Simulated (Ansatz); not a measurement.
Base system: GeS in the GeS type structure (space group Pnma, No. 62; a = 10.661 Å, b = 3.681 Å, c = 4.356 Å; layered, stacked along the Cartesian x axis).

Levels (all Ansatz, an electronic-structure program, PAW): PBE-D3(BJ) (420 eV, no SOC); HSE06 (420 eV, without spin-orbit coupling).

The geometry is relaxed with PBE-D3(BJ).

```
Property               Value
-------------------  -------
PBE-D3(BJ) band gap  1.24 eV
```

With HSE06 at the same geometry, the band gap grows by 0.56 eV (1.24 eV → 1.80 eV).

Single points use the geometry relaxed with PBE-D3(BJ). HSE06 gaps are upper bounds (no full band path). Stability against distortions was not tested. The D3 term's C6 switches between coordination references near this geometry, which can add small steps to energies.
